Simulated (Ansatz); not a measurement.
Hypothetical anti-perovskite Cs3AuS: pressure series

Consider Cs3AuS in the anti-perovskite structure (space group Pm-3m, No. 221; a = 6.542 Å; a hypothetical phase, not in the database extracts checked).

Cell and atoms are relaxed at each pressure.

The values are results of PBEsol/PAW in Ansatz (an electronic-structure program), no spin-orbit coupling, not measurements.

Notes on the quantities. enthalpy: H = E + PV relative to the base's energy.

| variant | band gap | enthalpy | electron mass | density | shortest interatomic distance |
|---|---|---|---|---|---|
| base | 1.03 eV | – | 0.33 mₑ along k, 0.54 mₑ across (at X) | 3.72 g/cm³ | 3.271 Å |
| pressure −1 GPa | 1.25 eV | -0.37 eV/atom | 0.36 mₑ along k, 0.56 mₑ across (at X) | 3.25 g/cm³ | 3.424 Å |
| pressure 0.3 GPa | ? | +0.10 eV/atom | 0.33 mₑ along k, 0.53 mₑ across (at X) | 3.84 g/cm³ | 3.239 Å |
| pressure 0.7 GPa | 0.90 eV | +0.24 eV/atom | 0.32 mₑ along k, 0.53 mₑ across (at X) | 3.97 g/cm³ | ? |
| pressure 1.5 GPa | 0.76 eV | +0.49 eV/atom | 0.31 mₑ along k, 0.51 mₑ across (at X) | 4.19 g/cm³ | 3.146 Å |
| pressure 3 GPa | 0.52 eV | +0.94 eV/atom | 0.29 mₑ along k, 0.48 mₑ across (at X) | 4.53 g/cm³ | ? |
| pressure 5 GPa | 0.25 eV | +1.49 eV/atom | 0.28 mₑ along k, 0.43 mₑ across (at X) | 4.91 g/cm³ | 2.984 Å |
| pressure 7.5 GPa | zero | +2.13 eV/atom | – | 5.30 g/cm³ | 2.907 Å |
| pressure 10 GPa | zero | +2.72 eV/atom | – | 5.65 g/cm³ | 2.846 Å |

**Question.** What belongs in the blanks?

**Answer.** 
- pressure 0.3 GPa, band gap: 0.97 eV
- pressure 0.7 GPa, shortest interatomic distance: 3.203 Å
- pressure 3 GPa, shortest interatomic distance: 3.064 Å

A case with no gap was solved on a k-mesh chosen for an insulator, which is coarse for it. With Au present, leaving out spin-orbit coupling can change the band edges. Load acts through the strain it causes; cell and atoms are relaxed under it. Effective masses come from finite differences of ±0.01 Å⁻¹. Along k means along the line from Γ to the band edge. No phonon test of stability was made. Competing high-pressure phases were not computed. All final runs are without spin polarisation. The zero or small gap of Cs3AuS under pressure 5 GPa, Cs3AuS under pressure 7.5 GPa and Cs3AuS under pressure 10 GPa can change with the level of theory.
